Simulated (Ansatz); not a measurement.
The reference is HgI$_{2}$ in the 2H-MoS2 type structure (space group P6_3/mmc, No. 194; a = 4.166 Å, c = 14.183 Å; a hypothetical phase, not in the database extracts checked).

(Cell as relaxed with PBE-D3(BJ).)

Levels (all Ansatz, a program for electronic structure, PAW, earlier PAW set): PBE-D3(BJ) (420 eV, without spin-orbit coupling); PBEsol-D3(BJ) (420 eV, spin-orbit coupling left out).

Each level relaxes its own structure.

```json
[
 {"base": "volume per atom", "PBE-D3(BJ)": "35.53 Å³", "PBEsol-D3(BJ)": "32.44 Å³"},
 {"base": "lattice parameter a", "PBE-D3(BJ)": "4.166 Å", "PBEsol-D3(BJ)": "4.071 Å"},
 {"base": "band gap", "PBE-D3(BJ)": "0.34 eV", "PBEsol-D3(BJ)": "zero"}
]
```

Modification: a free-standing slab of 2 layers (6 atoms, 3 a layer) is cut normal to the stacking axis, with 15 Å of vacuum and the in-plane cell relaxed.

| quantity | PBE-D3(BJ) | PBEsol-D3(BJ) |
|---|---|---|
| excess energy per area of both faces (slab less bulk energy over the cell's area: twice a surface energy) (uncertain by up to 0.07 J/m²) | 0.2 J/m² | [?] |
| valence-band top at Γ (three highest levels, from the VBM) | 0.00, 0.00, -0.08 eV | [?] |
| band gap | 0.73 eV | [?] |
| thickness between the outermost nuclei | 10.89 Å | [?] |
| shortest interatomic distance | 3.074 Å | [?] |

### Question
Predict the PBEsol-D3(BJ) column.

### Answer

- excess energy per area of both faces (slab less bulk energy over the cell's area: twice a surface energy) (uncertain by up to 0.07 J/m²), PBEsol-D3(BJ): 0.4 J/m²
- valence-band top at Γ (three highest levels, from the VBM), PBEsol-D3(BJ): 0.00, 0.00, -0.11 eV
- band gap, PBEsol-D3(BJ): 0.62 eV
- thickness between the outermost nuclei, PBEsol-D3(BJ): 10.50 Å
- shortest interatomic distance, PBEsol-D3(BJ): 3.013 Å

PBE-D3(BJ)'s excess energy per area of both faces lies 0.2 J/m² below PBEsol-D3(BJ)'s; PBE-D3(BJ)'s band gap lies 0.116 eV above PBEsol-D3(BJ)'s; PBE-D3(BJ)'s thickness between the outermost nuclei lies 0.39 Å above PBEsol-D3(BJ)'s; PBE-D3(BJ)'s shortest interatomic distance lies 0.061 Å above PBEsol-D3(BJ)'s (2.0 %). Neither level is exact; PBEsol-D3(BJ) is the comparison here, not a measurement.

The excess energy carries the mismatch between the slab's and the bulk's meshes. With Hg and I present, leaving out spin-orbit coupling can change the band edges. Whether these cells are dynamically stable was not tested. The final runs are not spin-polarised. A zero or small gap of HgI2 can be the functional's error rather than a property of the material.
